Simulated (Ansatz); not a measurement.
Structures of equal composition on the (111)B surface of zinc-blende InSb (Sb plane on top): 2x2 In adatom at H3; 2x2 In adatom at T1; 2x2 In adatom at T4. The slabs share one bottom face, and each structure is named by its start. These are constructed structures in small cells; real faces may alloy, dewet or reconstruct in larger ones, and not all known structures of the face are among them. Slabs of about 16 Å with all that they carry, Fermi-Dirac smearing of 0.025 eV. Bottom of the slabs: H caps. Relaxed from the named starts with such symmetry as they have, on meshes of like density; energies extrapolated to zero smearing; no spin-orbit coupling, no U. Spin-polarised runs, if any, are marked in brackets, and their order is one that fits the cell; the others ran without spin. Where a second, spin-polarised start was run, the lower counts.

Host crystal: zinc-blende InSb, a metal or without a clear band gap (PBE, scalar-relativistic without spin-orbit coupling).

Level of theory: PBE (plane waves to 420 eV, PAW; Ansatz, an electronic-structure program).

### Question
Order them by energy per 1x1 cell (lowest first) at the level PBE.

### Answer
2x2 In adatom at H3 (0.000 eV, no gap over 0.04 eV on the mesh), 2x2 In adatom at T4 (0.014 eV, no gap over 0.04 eV on the mesh), 2x2 In adatom at T1 (0.258 eV [spin, 0.2 μB a cell], no gap over 0.04 eV on the mesh)
